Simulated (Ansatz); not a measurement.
# Rh: response to strain

Base system: Rh in the fcc (Cu type) structure (space group Fm-3m, No. 225; relaxed with 0.1 eV smearing).

```xyz
1
Lattice="0.0000 1.8776 1.8776 1.8776 0.0000 1.8776 1.8776 1.8776 0.0000" Properties=species:S:1:pos:R:3 pbc="T T T"
Rh     0.0000     0.0000     0.0000
```

Cartesian axes are those of the cell as printed.

Strains are applied to the cell and any free atomic positions relax; under biaxial strain the out-of-plane vector relaxes too.

Level of theory: LDA (Ansatz, a program for electronic structure; PAW; 420 eV plane waves; without spin-orbit coupling).

Candidates:
(a) biaxial strain −2.50 %, plane normal [001], relaxed out of plane
(b) biaxial strain +1.00 %, plane normal [001], relaxed out of plane
(c) biaxial strain −3.00 %, plane normal [001], relaxed out of plane

### Question
Order them by out-of-plane strain, lowest first.

### Answer
(b) biaxial strain +1.00 %, plane normal [001], relaxed out of plane (-0.90 %), (a) biaxial strain −2.50 %, plane normal [001], relaxed out of plane (+2.32 %), (c) biaxial strain −3.00 %, plane normal [001], relaxed out of plane (+2.81 %)

No phonon test of stability was made. All final runs are without spin polarisation.
